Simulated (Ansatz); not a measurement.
The reference is Se (space group P3_121, No. 152; a = 4.0394 Å, c = 5.1207 Å; made of chains).

Modification: every lattice vector is shortened by 5.27 %; the atoms relax in the strained cell.

Levels (all Ansatz, a quantum-chemistry and plane-wave program, PAW): PBEsol (420 eV, without spin-orbit coupling); r2SCAN (500 eV, no spin-orbit coupling).

The geometry is relaxed with PBEsol.

```
Item              Result
---------------  -------
PBEsol pressure  9.0 GPa
```

Problem. What does r2SCAN give at this geometry for the pressure?

Solution. The pressure grows by 3.02 GPa (9.0 GPa → 12.1 GPa).

Single points use the geometry relaxed with PBEsol. Their cutoffs differ, which shifts pressures a little. A case with no gap was solved on a k-mesh chosen for an insulator, which is coarse for it. Stability against distortions was not tested. No dispersion term is included in the PBEsol runs.
